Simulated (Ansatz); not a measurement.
## Bi_C (diamond host)

These are PBE, PAW (plane waves to 420 eV; Ansatz, an electronic-structure program) values and carry that method's errors. A supercell of 64 sites (2×2×2 repeats of a cell of 8 atoms) was used; the energies come from a 2×2×2 shifted sampling of its zone. Site at the start: the C site. Charged cells carry a point-charge image correction with potential alignment at far atoms. Dielectric constants: PBE linear response of the host. Host gap at this level: 4.13 eV. Finite-size and sampling errors can reach tenths of an eV here. Levels are measured in PBE's own, too narrow, gap. Spin–orbit coupling is left out, which matters for these heavy elements. Each state is the lowest found from its start.

Formation energies E_f are given with the Fermi level at the valence-band maximum. Chemical conditions: host crystal and elements as references (Δμ(C) = 0.14 eV, Δμ(Bi) = 0.00 eV; Bi taken from its element, since no compound that bounds it was computed at this level; only phases computed here count, gases as isolated molecules at 0 K). Reference phases: Bi: rhombohedral Bi, C: graphite.

Charges with a result: +1, 0, −1. Others weren't obtained, and one of them could lie lower, also by skipping a charge.

```tsv
charge	moment (μB)	largest move off a lattice site (Å)	image correction with alignment (eV)	E_f, host crystal and elements as references (eV)
+1†	not spin-polarised	0.38	1.43	–
0†	1.0	0.41	0.00	20.66
−1†	not spin-polarised	0.45	-0.68	–
```

† Not settled in this cell, so no level is given: charge +1: a large or scattered potential alignment; charge 0: carriers not clearly localised; charge −1: carriers not clearly localised, a large or scattered potential alignment, level within 0.1 eV of a band edge or past it.

Flagged in the runs: a doubtful potential alignment.

All states together cost roughly 11 core-minutes.
